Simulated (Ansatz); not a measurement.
The cell is built on a prototype and need not be the phase stable at ambient conditions.

```
CaO
1.0
    2.89941     0.00000     0.00000
    0.00000     4.10038     0.00000
    0.00000     2.05019     2.05019
Ca O
1 1
Cartesian
  0.00000   0.00000   0.00000
  1.44970   2.05019   0.00000
```

Space group of this cell: Pm-3m, CsCl type. The cell was relaxed by PBE-D3(BJ).

Transport runs along the normal of the first two printed cell vectors.

No gap correction and no spin-orbit coupling; mid-gap values are interpolated between computed energies.

Problem. State the band gap and the smallest decay constant κ at mid-gap according to r2SCAN run with Ansatz (a first-principles code).

Solution. Gap 3.28 eV on a 14×14×14 mesh; κ = 0.357 1/Å, at the zone centre.
